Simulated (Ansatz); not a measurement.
The starting structures come from a database of crystals and need not be the phases stable at ambient conditions.

By PBEsol, the system below comes out a metal.

The ballistic (Sharvin) conductance counts the channels at the Fermi level: G/A = (e²/h) × channels of both spins per area.

Data:

```yaml
crystal:
  lattice:
    - [4.44589, 0.00000, 0.00000]
    - [0.00000, 4.82102, 0.00000]
    - [0.00000, 0.00000, 2.76093]
  atoms:
    - { symbol: Mo, position: [0.75000, 0.82909, 0.00000] }
    - { symbol: Mo, position: [0.25000, 0.17091, 0.00000] }
    - { symbol: Ir, position: [0.75000, 0.32414, 0.50000] }
    - { symbol: Ir, position: [0.25000, 0.67586, 0.50000] }
```

Space group of this cell: Pmma. The cell is taken as given; by PBEsol its mean pressure is -6.0 GPa.

The current flows along the normal of the first two printed cell vectors. No spin-orbit coupling; the value is a mean over 0.1 eV about the Fermi level.

**Question.** Compute, with Ansatz (a first-principles code) with PBEsol, the ballistic conductance per area.

**Answer.** 1.1 × 10¹⁵ S/m² for both spins.
